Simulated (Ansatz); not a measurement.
## Quick settings and what they miss: a (110) slab of ZrTiTe4 (cut from a parent of space group no. 10; 12 atoms in the cell)

Self-consistent single point.

```
TiZrTe4
1.0
    6.89745     0.00000     0.00000
    0.01393     7.87790     0.00000
    0.00000     0.00000    17.69650
Zr Ti Te
2 2 8
Direct
  0.99828   0.61785   0.46891
  0.99778   0.86816   0.66095
  0.99828   0.11785   0.46891
  0.99778   0.36816   0.66095
  0.75142   0.87607   0.40277
  0.24566   0.10933   0.34302
  0.74283   0.36056   0.40675
  0.25425   0.62484   0.33905
  0.75091   0.12638   0.59481
  0.24515   0.35964   0.53505
  0.74232   0.61086   0.59878
  0.25374   0.87515   0.53108
```

Method of the run: PBEsol, PAW files made with PBE (plane waves; Ansatz, a quantum-chemistry and plane-wave program).

Base settings: basis.ecutwfc = 420 eV; kpoints.mp_grid.grid = 4 3 1; hamiltonian.xc = pbesol; hamiltonian.pseudopotentials = {kind: paw} (the program's default PAW files); scf.occupations.method = cold; scf.occupations.width = 0.272 eV.

Tight run (finer mesh or higher cutoff; not a proven limit): basis.ecutwfc: 420 eV → 590 eV; kpoints.mp_grid.grid: 4 3 1 → 6 5 1; scf.convergence.dr2_threshold: default (1e-07 eV) → 1e-09 eV. It gave Fermi level (on the code's own zero) 0.85 eV; pressure averaged over the cell with its vacuum -2.34 GPa; largest force (vector length) 2.391 eV/Å.

Quick runs, as changes from the base:
- A: the base itself
- B: basis.ecutwfc: 420 eV → 250 eV; kpoints.mp_grid.grid: 4 3 1 → 3 3 1; scf.occupations.method: cold → methfessel_paxton
- C: kpoints.mp_grid.grid: 4 3 1 → 4 4 1; scf.occupations.method: cold → methfessel_paxton; scf.occupations.width: 0.272 eV → 0.136 eV; scf.convergence.dr2_threshold: default (1e-07 eV) → 0.001 eV
- D: basis.ecutwfc: 420 eV → 210 eV; kpoints.mp_grid.grid: 4 3 1 → 4 4 1; hamiltonian.xc: pbesol → lda; scf.occupations.method: cold → methfessel_paxton; scf.occupations.width: 0.272 eV → 0.136 eV [LDA (PW92)]
- E: basis.ecutwfc: 420 eV → 295 eV; kpoints.mp_grid.grid: 4 3 1 → 4 4 1

Energies are extrapolated to zero smearing width, which holds to low order in the width alone.

Dashes: energy of D, another energy zero.

† marks runs with another functional, U, potentials or spin treatment: their distance from the tight run is not a convergence error alone.

The count of work is k-points × plane waves × bands × iterations; it is no time. Core times come from one kind of shared machine and are given to one figure; runs under 30 s give none.

The starting cell comes from a database of computed structures (which also holds hypothetical and non-ambient phases and stackings), without a prior relaxation at this level. The slab is cut from that crystal, and its faces are unrelaxed. Its lattice was rescaled in the plane by a random factor within 2.5 % of one. Spin polarisation is off, so a magnetic state, if there is one, cannot be reached. The two faces of this cut differ, and no dipole correction was used. In the base run, forces exceed 1 eV/Å.

| run | energy less tight (meV/atom) | largest miss in a force vector (eV/Å) | count of work / tight | core time / tight (rough) |
|---|---|---|---|---|
| A | 3.6 | 0.081 | 0.23 | 0.2 |
| B | 566.0 | 0.150 | 0.077 | 0.1 |
| C | 3.4 | 0.059 | 0.25 | 0.2 |
| D† | – | 0.420 | 0.12 | 0.09 |
| E | 56.8 | 0.020 | 0.18 | 0.2 |

Among the runs at the tight run's level, the energy misses run from 3.4 to 566.0 meV/atom.

Left out of this page: 1 run of the series outside the window shown, repeating another row's setting, or not comparable.

Keys are those of Ansatz 0.2.
